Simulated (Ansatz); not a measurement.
The reference is Si in the diamond structure (space group Fd-3m, No. 227; a = 5.402 Å). Axes: x, y, z lie along the cube axes.

Computed with plane-wave PAW DFT at the LDA level (Ansatz, an electronic-structure program, 420 eV), scalar-relativistic without spin-orbit coupling.

Before the change:

- Valence-band top at Γ = 0.00, 0.00, 0.00 eV
- Smallest direct gap = 2.53 eV

Now apply this change: the cell is stretched by 2.50 % along z with no lateral relaxation, atoms relaxed at fixed cell.

Task: Predict the new valence-band top at Γ, smallest direct gap and energy relative to the base.

Result: The valence-band top at Γ (three highest levels, from the VBM) goes from 0.00, 0.00, 0.00 eV to 0.00, 0.00, -0.18 eV; the smallest direct gap decreases by 0.10 eV to 2.43 eV; the energy rises by 6.1 meV/atom.

The cells carry an imposed strain or load. Stability against distortions was not tested.
